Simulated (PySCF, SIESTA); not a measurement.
A SIESTA input for a self-consistent single point of Se (P3_121, 3 atoms in the cell) (DFT, GGA PBE, numerical atomic orbitals TZP, PseudoDojo PBE standard norm-conserving potentials (rewritten from UPF to PSML)):

```
# files in the folder: Se.psml (PseudoDojo PBE standard)
SystemName  Se
SystemLabel siesta

NumberOfAtoms                3
NumberOfSpecies              1
%block ChemicalSpeciesLabel
  1 34 Se
%endblock ChemicalSpeciesLabel
LatticeConstant              1.0 Ang
%block LatticeVectors
     2.166139000   -3.751863000    0.000000000
     2.166139000    3.751863000    0.000000000
     0.000000000    0.000000000    4.907272000
%endblock LatticeVectors
AtomicCoordinatesFormat      Ang
%block AtomicCoordinatesAndAtomicSpecies
     0.487381275    0.844169175    3.271514683  1
     3.357515450   -0.000000000    0.000000000  1
     0.487381275   -0.844169175    1.635757317  1
%endblock AtomicCoordinatesAndAtomicSpecies

XC.functional                GGA
XC.authors                   PBE
PAO.BasisSize                TZP
PAO.EnergyShift              0.005 Ry
MeshCutoff                   350 Ry
%block kgrid.MonkhorstPack
    6   0   0  0.0
    0   6   0  0.0
    0   0   5  0.0
%endblock kgrid.MonkhorstPack
OccupationFunction           FD
ElectronicTemperature        0.01 eV

MaxSCFIterations             150
SCF.Mixer.Method             Pulay
SCF.Mixer.Weight             0.1
SCF.Mixer.History            8
SCF.DM.Tolerance             1.0E-04
Diag.ParallelOverK           true
WriteForces                  true
Charge.Mulliken              end
```

Question: Translate this input to PySCF.

Answer: This is the input that was run; spellings and numerical settings could be chosen otherwise.

```python
import numpy as np
from pyscf.pbc import gto, scf, dft

cell = gto.Cell()
cell.a = np.array([[2.166139, -3.751863, 0],
              [2.166139, 3.751863, 0],
              [0, 0, 4.907272]])
cell.atom = '''
Se     0.48738127     0.84416918     3.27151468
Se     3.35751545              0              0
Se     0.48738127    -0.84416918     1.63575732
'''
cell.basis = 'gth-dzvp-molopt-sr'
cell.pseudo = 'gth-pbe'
cell.ke_cutoff = 50
cell.max_memory = 2000
cell.verbose = 4
cell.build()

kpts = cell.make_kpts([6, 6, 5])
mf = dft.KRKS(cell, kpts).multigrid_numint()
mf.xc = 'pbe'
mf.conv_tol = 1e-08
mf.max_cycle = 100
mf.diis_start_cycle = 5
mf.damp = 0.7
mf = scf.addons.smearing_(mf, sigma=0.000367493, method='fermi')
mf.kernel()

res = dict(e_tot=mf.e_tot, converged=mf.converged, nao=cell.nao, mesh=cell.mesh, nelectron=cell.nelectron)
res.update(e_free=mf.e_free, e_zero=mf.e_zero)
np.savez('results.npz', **res)
eps, occ = np.array(mf.mo_energy), np.array(mf.mo_occ)
nk = len(mf.kpts)
res.update(mo_energy=eps, mo_occ=occ)
print('electrons per cell = %.6f' % (occ.sum() / nk))
full = 1.0
print('highest filled level = %.6f Ha, lowest empty level = %.6f Ha' % (eps[occ > full].max(), eps[occ <= full].min()))
np.savez('results.npz', **res)
```

Basis settings and potentials, where a program has them, do not carry over. This input uses DFT PBE, Gaussian basis gth-dzvp-molopt-sr, GTH pseudopotentials gth-pbe, FFT density fitting with multigrid.

The starting cell has typed, rounded lattice constants, without a prior relaxation at this level. Its lattice was rescaled by a random factor within 2.5 % of one. For this run, on top of that: lattice scaled by 0.98.
